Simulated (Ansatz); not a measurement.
The reference is Re in the hcp (Mg type) structure (space group P6_3/mmc, No. 194; relaxed with 0.1 eV smearing).

```yaml
crystal:
  lattice:
    - [2.77642, 0.00000, 0.00000]
    - [-1.38821, 2.40445, 0.00000]
    - [0.00000, 0.00000, 4.48093]
  atoms:
    - { symbol: Re, position: [0.66667, 0.33333, 0.75000] }
    - { symbol: Re, position: [0.33333, 0.66667, 0.25000] }
```

Cartesian axes are those of the cell as printed.

All numbers come from PBE in Ansatz (plane waves to 420 eV, PAW, no spin-orbit coupling).

It is then changed as follows: an isotropic linear strain of +1.50 %; the atoms relax in the strained cell.

**Question.** Predict the stress tensor and what it implies for the stiffness.

**Answer.** Stress of the strained cell less that of the base (GPa, compression positive):
```
  -14.6     0.0     0.0
    0.0   -14.6     0.0
    0.0     0.0   -14.8
```

Then B = −ΔP/(ΔV/V₀) with ΔV/V₀ = 0.0457 gives secant stiffness values (nonlinear terms included at this strain): B (at held cell shape, above the free-shape value) ≈ 322 GPa.

As a check, the harmonic strain energy −½ V₀ Δσ:ε is 31 meV/atom; the computed energy rise is 33 meV/atom.

No phonon test of stability was made. All final runs are without spin polarisation.

Ansatz is a quantum-chemistry and plane-wave program.
